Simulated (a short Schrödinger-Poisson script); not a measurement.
From a short Schrödinger-Poisson script (our own, NumPy): 1D Poisson equation in equilibrium, electrons quantum, Hartree (BenDaniel-Duke, 12 states a valley, the channel's in-plane mass for all, wave functions ending at the dielectric), parabolic valleys, classical holes, full ionisation, no traps, pinning or gate leakage.

Structure: MOS inversion layer, HfO2 on p-type GaAs, at 300 K.

From the gate side: 10 nm HfO2; 1300 nm GaAs, acceptors 1.5e17 cm⁻³.

The device is made up for the run: typed textbook-type constants, with dimensions and the other settings drawn at random. HfO2: permittivity 22, conduction-band edge (eV) 1.57, gap (eV) 5.7, electron mass (mₑ) 0.2. GaAs: permittivity 12.9, conduction-band edge (eV) 0, gap (eV) 1.424, Nv at 300 K (cm⁻³) 9e18.

Channel valleys (confinement mass, in-plane density-of-states mass, number): Γ 0.067, 0.067, 1. At the gate the conduction-band edge of layer 1 lies 2.22 eV − eVg above the Fermi level of the channel; the field vanishes at the back. Gaps are held at their typed values at every temperature. Mesh 0.03 nm at interfaces.

Give the gate voltage at 1e11 electrons/cm² (V); the lowest subband against the Fermi level at Vg = 1.5 V (meV); the sheet density of all electrons at Vg = 1.5 V (cm⁻²).

gate voltage at 1e11 electrons/cm² (V): 0.92; lowest subband against the Fermi level at Vg = 1.5 V (meV): -115; sheet density of all electrons at Vg = 1.5 V (cm⁻²): 3.43e12. Above a few 1e12 electrons/cm² a light Γ valley is non-parabolic and upper valleys begin to fill, which the model leaves out.
